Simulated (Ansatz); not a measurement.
What uniaxial strain ε_zz = +3.00 % does to Re

Take Re in the hcp (Mg type) structure (space group P6_3/mmc, No. 194; a = 2.776 Å, c = 4.481 Å; relaxed with 0.1 eV smearing) as the base. Axes: x lies along a and z along c of the hexagonal cell.

It is then changed as follows: the cell is stretched by 3.00 % along z with no lateral relaxation; the atoms relax in the strained cell.

Level of theory: Ansatz (an electronic-structure program), PBE, PAW, cutoff 420 eV, spin-orbit coupling left out. Γ-centred 24×24×13 mesh, Fermi–Dirac width 0.1 eV.

The volume per atom grows by 0.45 Å³ (14.96 Å³ → 15.41 Å³) and the space group stays P6_3/mmc (No. 194). The energy goes up by 26 meV/atom and the pressure (mean of the normal stresses, compression positive) goes from zero to -9.8 GPa. The band gap is still zero and the stress (xx, yy, zz, yz, xz, xy; compression positive) is (-5.8, -5.8, -17.8, 0.0, 0.0, 0.0) GPa.

Final structure:

```xyz
2
Lattice="2.7764 0.0000 0.0000 -1.3882 2.4045 0.0000 0.0000 0.0000 4.6154" Properties=species:S:1:pos:R:3 pbc="T T T"
Re     1.3882     0.8015     3.4615
Re     0.0000     1.6030     1.1538
```

No phonon test of stability was made. All final runs are without spin polarisation.
